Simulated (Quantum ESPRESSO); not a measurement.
## Parameter sweep on Pt (Fm-3m, 1 atom in the cell)

```
CELL_PARAMETERS angstrom
     -1.97158     0.00000     1.97158
      0.00000     1.97158     1.97158
     -1.97158     1.97158     0.00000
ATOMIC_POSITIONS crystal
  Pt 0.00000 0.00000 0.00000
```

Base run A: Quantum ESPRESSO with PBE, PSlibrary PAW (PBE) pseudopotentials, self-consistent single point.

Its settings: ecutwfc = 45 Ry; ecutrho = 450 Ry; occupations = smearing; smearing = marzari-vanderbilt; degauss = 0.0147 Ry; potentials = {Pt: Pt.pbe-n-kjpaw_psl.1.0.0.UPF}; K_POINTS = automatic 19 19 19 0 0 0; conv_thr = 1e-11 Ry; mixing_beta = 0.3.

The starting cell comes from a database of computed structures (which also holds hypothetical and non-ambient phases and stackings), without a prior relaxation at this level. Spin polarisation is off. In the base run, with a pressure of about 6 GPa the cell is away from its equilibrium volume at this level.

ΔF is the free energy per atom less that of run A. 

Run A gave: pressure (GPa) 6.43.

Runs:
- B: lattice scaled by 0.97
- C: lattice scaled by 0.97; ecutwfc: 45 Ry → 27 Ry; ecutrho: 450 Ry → 270 Ry
- D: lattice scaled by 0.985
- E: lattice scaled by 0.985; ecutwfc: 45 Ry → 27 Ry; ecutrho: 450 Ry → 270 Ry
- F: lattice scaled by 1.015
- G: lattice scaled by 1.015; ecutwfc: 45 Ry → 27 Ry; ecutrho: 450 Ry → 270 Ry
- H: lattice scaled by 1.03
- I: lattice scaled by 1.03; ecutwfc: 45 Ry → 27 Ry; ecutrho: 450 Ry → 270 Ry
- J: ecutwfc: 45 Ry → 27 Ry; ecutrho: 450 Ry → 270 Ry

Question: What does run F change against A?

Answer: The free energy drops by 2.6 meV/atom and the pressure goes from 6.43 to -4.88 GPa.

Question: What does run I change against A?

Answer: The free energy rises by 92.7 meV/atom and the pressure goes from 6.43 to -14.06 GPa.

| run | ΔF (meV/atom) | pressure (GPa) |
|---|---|---|
| A | 0.00 | 6.43 |
| B | 180.6 | 39.62 |
| C | 251.6 | 39.13 |
| D | 57.1 | 21.00 |
| E | 121.4 | 20.51 |
| F | -2.6 | -4.88 |
| G | 53.2 | -5.44 |
| H | 39.5 | -13.50 |
| I | 92.7 | -14.06 |
| J | 59.3 | 5.89 |
